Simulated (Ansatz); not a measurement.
BN (P6_3mc) under uniaxial stress along c (compression positive): hole mass along x by PBE, rigid bands (plane waves, PAW, scalar-relativistic; Ansatz, an electronic-structure program). The unloaded cell, whose axes the loads refer to:

```cif
data_B2N2
_chemical_formula_sum 'B2 N2'
_space_group_name_H-M_alt 'P 1'
_space_group_IT_number 1
_cell_length_a 2.54101
_cell_length_b 2.54101
_cell_length_c 4.20329
_cell_angle_alpha 90.000
_cell_angle_beta 90.000
_cell_angle_gamma 120.000
loop_
_space_group_symop_operation_xyz
  'x, y, z'
loop_
_atom_site_label
_atom_site_type_symbol
_atom_site_fract_x
_atom_site_fract_y
_atom_site_fract_z
_atom_site_occupancy
B1 B 0.33333 0.66667 0.00027 1
B2 B 0.66667 0.33333 0.50027 1
N1 N 0.33333 0.66667 0.37473 1
N2 N 0.66667 0.33333 0.87473 1
```

```tsv
uniaxial stress along c (compression positive) (GPa)	volume per atom (Å³)	hole mass along x (mₑ)
-36	6.09	0.773
-18	5.97	0.802
-9	5.92	0.818
0	5.88	0.833
9	5.83	0.853
18	5.79	0.876
36	5.71	?
```

Task: Fit a straight line to ln(hole mass along x) against the load over the rows given, and predict the row at 36 GPa.

Result: The means are x̄ = -6.000 GPa and ȳ = -0.1922; Σ(x − x̄)(y − ȳ) = 4.316 and Σ(x − x̄)² = 1890, so the slope is 0.228 % per GPa, and the rows given lie within 0.50 % of the line. At 36 GPa the line gives 0.908 mₑ; the calculation gives 0.956 mₑ, 5.0 % from it, so the trend bends or changes character over this range.

Masses are for dilute carriers at 300 K, harmonic means over directions unless an axis is named. Spin-orbit coupling is left out. Stresses and pressures are the targets of the relaxation. The structure type is held at every load. Geometry: cell and atoms relaxed with PBEsol.
